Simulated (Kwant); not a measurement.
Device: wire with a side stub in a InAs two-dimensional gas. Effective mass 0.023 mₑ, grid spacing 3 nm, hard walls, nominal width 51 nm (17 grid rows, so walls 54 nm apart), one parabolic valley, scattering region 180 nm long along x; energies count from the band bottom; Fermi energy swept from 0.0036331 to 0.043144 eV. Closed stub on one side, 53 nm wide and 110 nm deep.

Constants are typed, rounded textbook-type inputs, not results; the design itself was drawn at random and stands for no fabricated device.

Kwant, effective-mass tight-binding model on a square grid, one spin, coherent transport at 0 K. Conductance is in e²/h.

Task: How many channels do the leads carry at E = 16.9, 29.2, 43.1 meV?

Result: The hard-wall thresholds are n² ħ²π²/(2mW²) = n² × 5.61 meV with W = 54 nm. √(16.9/5.61) = 1.74, so 1. √(29.2/5.61) = 2.28, so 2. √(43.1/5.61) = 2.77, so 2.
